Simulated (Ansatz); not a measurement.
## SiC (space group P6_3mc, No. 186)

SiC is taken in the hexagonal space group P6₃mc (No. 186), Pearson symbol hP8. Cell: a = b = 3.078 Å, c = 10.077 Å, α = β = 90.00°, γ = 120.00°. Si1 on 2a sees 4 C at 1.883–1.889 Å (tetrahedral). Si2 on 2b is surrounded by 4 C at 1.886–1.895 Å (tetrahedral). C1 on 2a is surrounded by 4 Si at 1.886–1.889 Å (tetrahedral). C2 on 2b is coordinated by 4 Si at 1.883–1.895 Å (tetrahedral). (Neighbours: up to the widest gap in distance over summed covalent radii, below 1.35, at either atom.)

The values are results of DFT with r2SCAN, PAW potentials and a 500 eV plane-wave cutoff in Ansatz (a quantum-chemistry and plane-wave program), no SOC, earlier PAW set, not measurements. Settings: 12×12×4 k-points, 0.05 eV Fermi–Dirac smearing.

* **Volume per atom**: 10.33 Å³
* **Density**: 3.22 g/cm³
* **Band gap**: 2.60 eV, indirect, Γ → M
* **Lowest conduction-band minima above the VBM**: M (1/2, 0, 0) 2.60 eV; H (1/3, 1/3, 1/2) 3.67 eV
* **Total energy**: -445.665 eV/atom (σ→0; compares only within this code and set-up)

No phonon test of stability was made.
